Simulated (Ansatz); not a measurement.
Ge (start mp-78), treated with HSE06 (plane waves, PAW; Ansatz, a quantum-chemistry and plane-wave program).

Numerical settings: plane-wave cutoff 520 eV, 10×10×10 k mesh, Fermi–Dirac smearing 0.03 eV, scalar-relativistic PAW data made under PBE.

Starting structure:

```
CELL_PARAMETERS angstrom
     -2.57449     2.57449     1.39742
      2.57449    -2.57449     1.39742
      2.57449     2.57449    -1.39742
ATOMIC_POSITIONS crystal
  Ge 0.25000 0.75000 0.50000
  Ge 0.50000 0.50000 0.00000
```

### Question
Into what structure does the relaxation of cell and atoms lead at this level, with the symmetry of the start kept?

### Answer
The volume goes up by 0.2 %; final space group I4_1/amd.
```
CELL_PARAMETERS angstrom
     -2.55062     2.55062     1.42666
      2.55062    -2.55062     1.42666
      2.55062     2.55062    -1.42666
ATOMIC_POSITIONS crystal
  Ge 0.25000 0.75000 0.50000
  Ge 0.50000 0.50000 0.00000
```

Note: the relaxation could not lower the start's symmetry, so the cell can be a saddle point above a distorted one.

A start named mp-… is a Materials Project structure, which need not be a measured phase.
